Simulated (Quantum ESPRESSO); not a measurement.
How a calculation on LaMg6B (Amm2, 8 atoms in the cell) responds to its settings

```
LaMg6B
1.0
    4.76318     0.00000     0.00000
    0.00000     2.88511     6.76941
    0.00000    -2.88511     6.76941
La Mg B
1 6 1
Cartesian
  2.38159   0.00000   2.65402
  2.38159   1.44902   6.06783
  2.38159  -1.44902   6.06783
  0.00000   1.37574   7.83749
  0.00000  -1.37574   7.83749
  0.00000   0.00000   4.85638
  0.00000   0.00000  10.65357
  2.38159   0.00000   8.18070
```

Base run A: Quantum ESPRESSO 7.5 with LDA (PZ), GBRV 1.5 ultrasoft (LDA) pseudopotentials, self-consistent single point.

Its settings: ecutwfc = 40 Ry; ecutrho = 200 Ry; occupations = smearing; smearing = gauss; degauss = 0.0073499 Ry; potentials = {La: la_lda_v1.uspp.F.UPF, Mg: mg_lda_v1.4.uspp.F.UPF, B: b_lda_v1.4.uspp.F.UPF}; K_POINTS = automatic 4 4 4 0 0 0; conv_thr = 1e-10 Ry; mixing_beta = 0.7.

The starting cell comes from a database of computed structures (which also holds hypothetical and non-ambient phases and stackings), without a prior relaxation at this level. Its lattice was rescaled by a random factor within 2.5 % of one. In the base run, with a pressure of about -3 GPa the cell is away from its equilibrium volume at this level.

Runs:
- B: ecutwfc: 40 Ry → 50 Ry; ecutrho: 200 Ry → 400 Ry; pseudopotentials: {La: la_lda_v1.uspp.F.UPF, Mg: mg_lda_v1.4.uspp.F.UPF, B: b_lda_v1.4.uspp.F.UPF} → {La: La.GGA-PBE-paw-v1.0.UPF, Mg: Mg.pbe-n-kjpaw_psl.0.3.0.UPF, B: b_pbe_v1.4.uspp.F.UPF}; input_dft: default → pw91 [PW91]
- C: ecutwfc: 40 Ry → 50 Ry; ecutrho: 200 Ry → 400 Ry; pseudopotentials: {La: la_lda_v1.uspp.F.UPF, Mg: mg_lda_v1.4.uspp.F.UPF, B: b_lda_v1.4.uspp.F.UPF} → {La: La.GGA-PBE-paw-v1.0.UPF, Mg: Mg.pbe-n-kjpaw_psl.0.3.0.UPF, B: b_pbe_v1.4.uspp.F.UPF}; input_dft: default → wc [Wu-Cohen GGA]
- D: ecutwfc: 40 Ry → 50 Ry; ecutrho: 200 Ry → 400 Ry; pseudopotentials: {La: la_lda_v1.uspp.F.UPF, Mg: mg_lda_v1.4.uspp.F.UPF, B: b_lda_v1.4.uspp.F.UPF} → {La: La.GGA-PBE-paw-v1.0.UPF, Mg: Mg.pbe-n-kjpaw_psl.0.3.0.UPF, B: b_pbe_v1.4.uspp.F.UPF}; input_dft: default → b86bpbe [B86bPBE]

```
run  pressure (GPa)  largest force (eV/Å)  valence electrons
---  --------------  --------------------  -----------------
A             -3.11                 0.170                 74
B             -0.60                 0.146                 26
C             -1.50                 0.121                 26
D             -0.40                 0.160                 26
```

Run C against A: The pressure goes from -3.11 to -1.50 GPa and the largest force goes from 0.170 to 0.121 eV/Å.

Run D against A: The pressure goes from -3.11 to -0.40 GPa and the largest force goes from 0.170 to 0.160 eV/Å.

Run B against A: The pressure goes from -3.11 to -0.60 GPa and the largest force goes from 0.170 to 0.146 eV/Å.
